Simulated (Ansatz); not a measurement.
Input:

```
CELL_PARAMETERS angstrom
      4.71195     0.00000     0.00000
      0.00000     4.71195     0.00000
      0.00000     0.00000     3.24074
ATOMIC_POSITIONS crystal
  Sn 0.00000 0.00000 0.00000
  Sn 0.50000 0.50000 0.50000
  O  0.30646 0.30646 0.00000
  O  0.80646 0.19354 0.50000
  O  0.19354 0.80646 0.50000
  O  0.69354 0.69354 0.00000
```

No spin polarisation.

All numbers come from PBEsol (Ansatz, a first-principles code; PAW; 420 eV plane waves; spin-orbit coupling left out). Settings: 7×7×10 k-points, 0.05 eV Fermi–Dirac smearing.

Predict the gap character, in-plane stress and band gap.


* **Gap character**: direct at Γ
* **Mean in-plane stress (compression positive)**: +3.6 GPa
* **Band gap**: 1.03 eV

The cells carry an imposed strain or load. No phonon test of stability was made. The cell was made from SnO$_{2}$ in the rutile structure (space group P4_2/mnm, No. 136) by this change: biaxial strain −1.20 %, plane normal [001], relaxed out of plane.
